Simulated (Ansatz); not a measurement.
The starting structures come from a database of crystals and need not be the phases stable at ambient conditions.

 Where the default PAW files enter, the runs use the earlier of Ansatz's two default sets.

Inside the gap of an insulator the Bloch states are evanescent, with a wavenumber k + iκ along the transport direction.

Consider the following.

```
KO3Sb
1.0
    7.51563     0.00000     0.00000
   -3.75782     6.50873     0.00000
    3.75782     2.16958     6.13649
K Sb O
4 4 12
Direct
  0.25000   0.37500   0.87500
  0.75000   0.87500   0.37500
  0.25000   0.87500   0.87500
  0.75000   0.87500   0.87500
  0.25000   0.87500   0.37500
  0.75000   0.37500   0.87500
  0.25000   0.37500   0.37500
  0.75000   0.37500   0.37500
  0.10846   0.05423   0.44577
  0.60846   0.30423   0.69577
  0.89154   0.44577   0.05423
  0.39154   0.69577   0.30423
  0.50000   0.05423   0.44577
  0.00000   0.30423   0.69577
  0.50000   0.44577   0.05423
  0.00000   0.69577   0.30423
  0.50000   0.44577   0.44577
  0.00000   0.69577   0.69577
  0.50000   0.05423   0.05423
  0.00000   0.30423   0.30423
```

Space group of this cell: Fd-3m. The cell is taken as given; by r2SCAN its mean pressure is -5.4 GPa.

Transport runs along the normal of the first two printed cell vectors, the (111) plane of the conventional cell.

The gap is the functional's own, uncorrected, and κ follows it; spin-orbit coupling is left out. Mid-gap values are interpolated between the computed energies.

Q: Compute, with r2SCAN (Ansatz, a program for electronic structure), the band gap and the smallest decay constant κ at mid-gap.

A: Gap 1.73 eV on a 6×6×6 mesh; κ = 0.214 1/Å, at the zone centre.
